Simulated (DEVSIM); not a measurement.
System: illuminated Si n-on-p cell, one wavelength, at 300 K.

Layer 1 from the left is Si, thickness (μm) 0.120, Nd (cm⁻³) 7.4e18, τn (s) 1.9e-7, τp (s) 3.6e-8, absorption coefficient (cm⁻¹) 7700. Layer 2 from the left is Si, thickness (μm) 140, Na (cm⁻³) 6e15, τn (s) 1.9e-7, τp (s) 1.9e-7, absorption coefficient (cm⁻¹) 7700.

Left contact: ohmic, minority hole recombination velocity 500 cm/s. Right contact: ohmic, minority electron recombination velocity 2000 cm/s. Voltage is applied to the left contact. Recombination: SRH at mid-gap, radiative, Auger. Light enters at the left, 7.2e19 photons cm⁻² s⁻¹, one pass, no reflection. Mobility is μmin + (μ − μmin)/(1 + (N/Nref)^α).

This is a model device: material constants are rounded textbook-type values typed into the input, and sizes, dopings and lifetimes were drawn at random. Values at 300 K.

Si: gap (eV) 1.124, affinity (eV) 4.05, permittivity 11.7, Nc (cm⁻³) 2.86e19, Nv (cm⁻³) 3.1e19, μn (cm²/Vs) 1417, μp (cm²/Vs) 470, μn,min 52, μp,min 45, Nref,n 9.7e16, Nref,p 2.2e17, αn 0.68, αp 0.72, B (cm³/s) 4.7e-15, Cn (cm⁶/s) 2.8e-31, Cp (cm⁶/s) 9.9e-32.

Model (solved in DEVSIM): 1D drift-diffusion, Boltzmann statistics, complete ionisation; no tunnelling, impact ionisation, image-force lowering or self-heating.

### Question
What does the simulation give for the dark forward voltage at 100 A/cm², the open-circuit voltage, the fill factor, the largest field in the device at zero bias?

### Answer
dark forward voltage at 100 A/cm² 1.393 V; open-circuit voltage 0.670 V; fill factor 0.45; largest field in the device at zero bias 150000 V/cm.
